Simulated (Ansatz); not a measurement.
The reference is Pb in the fcc (Cu type) structure (space group Fm-3m, No. 225; a = 4.9311 Å).

The change: every Pb is replaced by Ni, then cell and atoms are relaxed.

Levels (all Ansatz, an electronic-structure program, PAW): PBEsol (420 eV, no SOC); r2SCAN (500 eV, no spin-orbit coupling).

The geometry is relaxed with PBEsol.

```
Quantity                           Result
--------------------------  -------------
PBEsol pressure                   0.0 GPa
PBEsol largest site moment        0.65 μB
PBEsol magnetic state       ferromagnetic
```

### Question
What does r2SCAN give at this geometry for the pressure, largest site moment and magnetic state?

### Answer
The pressure goes from zero to 3.0 GPa; the largest site moment rises by 0.15 μB (0.65 μB → 0.80 μB); the magnetic state remains ferromagnetic.

Other magnetic orders, which the real material may have, were not ruled out. Single points use the geometry relaxed with PBEsol. Their cutoffs differ, which shifts pressures a little. Stability against distortions was not tested.
